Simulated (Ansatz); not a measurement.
Carrier doping in hypothetical I4_132 B

Consider B (space group I4_132, No. 214; a = 4.653 Å; a hypothetical phase, not in the database extracts checked).

Carriers are added at fixed cell with a uniform background; the Fermi–Dirac width is that of 300 K.

Computed with PBE (Ansatz, a quantum-chemistry and plane-wave program), no SOC.

Notes on the quantities. Fermi level from band edge: Fermi level relative to the doped band's edge (positive inside the band; to 0.05 eV).

| electron density (10^21 cm⁻³) | Fermi level from band edge (eV) |
|---|---|
| 1 | 0.10 |
| 1.5 | 0.15 |
| 2 | ? |
| 10 | 0.60 |

Task: Fit E_F = C n^s, fitted as a line in log–log form (a parabolic band gives s = 2/3) to the rows shown and predict the withheld row.

Result: Least squares on the printed values gives C = 0.10 eV, s = 0.76 (largest residual 0.01 eV); this predicts 0.18 eV, and the run gives 0.15 eV, in agreement.

Carriers are added with a uniform compensating background; total energy and stress of such cells depend on the potential's zero and are not compared; many-body gap narrowing is missing at this level. No phonon test of stability was made.
